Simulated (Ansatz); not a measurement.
The reference is GaCuSe2 in the chalcopyrite structure (space group I-42d, No. 122; a = 5.508 Å, c = 10.962 Å). Axes: x, y, z lie along a, b, c of the conventional cell.

Computed with Ansatz (a first-principles code), LDA, PAW, cutoff 420 eV, without spin-orbit coupling.

Before the change:

| Quantity | Result |
|---|---|
| Pressure | 0.0 kbar |
| Band gap | 0.17 eV |

Perturbation: biaxial strain +0.75 %, plane normal [001], relaxed out of plane (Cartesian); in-plane vectors clamped, the third vector and the atoms free.

Task: What happens to the pressure?

Result: The pressure (mean of the normal stresses, compression positive) goes from zero to -4.5 kbar.

Task: Predict the new band gap.

Result: The band gap drops by 0.04 eV to 0.13 eV.

Task: How does this affect the out-of-plane strain?

Result: The out-of-plane strain is -0.91 %.

Task: What does the calculation give for the energy relative to the base after the change?

Result: The energy goes up by 0.7 meV/atom.

Whether these cells are dynamically stable was not tested. The final runs are not spin-polarised. The zero or small gap of GaCuSe2 can change with the level of theory.
